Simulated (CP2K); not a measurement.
Band structure of PbF4 (I4/mmm, 5 atoms in the cell).

```
PbF4
1.0
    5.03406     0.00000     0.00000
    1.27486     4.86996     0.00000
   -3.15446    -2.43498     3.07604
Pb F
1 4
Cartesian
  0.00000   0.00000   0.00000
  4.72001   3.64346   0.00000
  1.58890   1.22650   0.00000
  0.93980  -1.21749   1.53802
 -0.93980   1.21749   1.53802
```

Computed with PBEsol, GPW, DZVP-MOLOPT-PBE-GTH basis, GTH-PBE potentials (POTENTIAL_UZH) (CP2K).

Settings: CUTOFF = 550 Ry; REL_CUTOFF = 60 Ry; KPOINTS/SCHEME = MACDONALD 6 6 6 0.08333333333 0.08333333333 0.08333333333; XC_FUNCTIONAL = PBE:PBESOL; Pb/BASIS_SET = DZVP-MOLOPT-PBE-GTH-q4; Pb/POTENTIAL = GTH-PBE-q4; F/BASIS_SET = DZVP-MOLOPT-PBE-GTH-q7; F/POTENTIAL = GTH-PBE-q7; METHOD = GPW; EPS_DEFAULT = 1e-10; EXTRAPOLATION = USE_GUESS; NGRIDS = 5; SCF_GUESS = ATOMIC; EPS_SCF = 1e-07.

The starting cell comes from a database of computed structures (which also holds hypothetical and non-ambient phases and stackings), without a prior relaxation at this level. Its lattice was rescaled by a random factor within 2.5 % of one. Spin-orbit coupling is off. Values carry the incompleteness of an atom-centred basis. The potentials were made for another functional than the one used.

Question: Predict the gap along the standard path and the places of the band edges.

Answer: The gap along the path is 1.61 eV, from X to Γ; the smallest direct gap on it is 1.70 eV.

Levels in eV from the top of the valence band on the SCF mesh, bands 13 to 17:
```csv
point,13,14,15,16,17
Γ,-0.85,-0.64,-0.09,-0.09,1.60
X,-0.64,-0.17,-0.16,0.00,5.04
Y,-0.64,-0.27,-0.18,-0.02,4.21
S,-0.63,-0.42,-0.31,-0.06,3.34
Z,-0.51,-0.51,-0.09,-0.09,2.39
S1,-0.63,-0.42,-0.31,-0.06,3.34
N,-0.49,-0.39,-0.31,-0.26,3.68
P,-0.52,-0.52,-0.07,-0.07,5.04
Y1,-0.64,-0.27,-0.18,-0.02,4.21
```

Higher empty bands are left out: an atom-centred basis made for the valence describes them poorly.
